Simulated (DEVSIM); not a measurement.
System: Ni/SiO2/p-Ge capacitor, at 300 K.

```tsv
layer (left to right)	material	thickness (nm)	Na (cm⁻³)
1	SiO2	3.60	-
2	Ge	14000	1.8e15
```

Metal gate on the left, work function 5.1 eV. Fixed charge at the semiconductor interface 0 cm⁻² (in units of +e); interface traps 6.1e11 cm⁻² eV⁻¹, uniform in energy, neutral level at 0.7 of the gap above the valence band.

The device is made up for the run: typed textbook-type constants, with dimensions and the other settings drawn at random. Values at 300 K.

| parameter | SiO2 | Ge |
|---|---|---|
| gap (eV) | 9 | 0.664 |
| affinity (eV) | 0.9 | 4 |
| permittivity | 3.9 | 16 |
| Nc (cm⁻³) | - | 1.04e19 |
| Nv (cm⁻³) | - | 6e18 |

DEVSIM, 1D Poisson equation in equilibrium, Boltzmann statistics, complete ionisation; no quantum confinement or tunnelling. Metal contacts follow the ideal Schottky-Mott rule: no Fermi-level pinning, no interface dipoles.

Q: Tabulate band edges, carrier densities and field at 0.9 V on the gate.

A: Energies count from the Fermi level of the right contact; mesh points crowd at the junctions.

```csv
x (μm),Ec (eV),Ev (eV),n (cm⁻³),p (cm⁻³),field (V/cm)
0.000,3.300,-5.700,< 1e2,< 1e2,38000
0.001204,3.304,-5.696,< 1e2,< 1e2,38000
0.002581,3.310,-5.690,< 1e2,< 1e2,38000
0.003724,0.214,-0.450,2.7e15,1.6e11,10000
0.006506,0.216,-0.448,2.4e15,1.8e11,10000
0.01193,0.222,-0.442,2.0e15,2.2e11,9800
0.02535,0.235,-0.429,1.2e15,3.7e11,9300
0.07496,0.277,-0.387,2.3e14,1.9e12,7900
0.1775,0.347,-0.317,1.5e13,2.9e13,5800
0.4110,0.431,-0.233,5.9e11,7.4e14,1800
0.9886,0.454,-0.210,2.4e11,1.8e15,14
3.125,0.454,-0.210,2.4e11,1.8e15,≈ 0
7.237,0.454,-0.210,2.4e11,1.8e15,≈ 0
11.20,0.454,-0.210,2.4e11,1.8e15,≈ 0
13.12,0.454,-0.210,2.4e11,1.8e15,≈ 0
13.64,0.454,-0.210,2.4e11,1.8e15,≈ 0
13.85,0.454,-0.210,2.4e11,1.8e15,≈ 0
13.94,0.454,-0.210,2.4e11,1.8e15,≈ 0
13.98,0.454,-0.210,2.4e11,1.8e15,≈ 0
14.00,0.454,-0.210,2.4e11,1.8e15,≈ 0
14.00,0.454,-0.210,2.4e11,1.8e15,≈ 0
14.00,0.454,-0.210,2.4e11,1.8e15,≈ 0
```
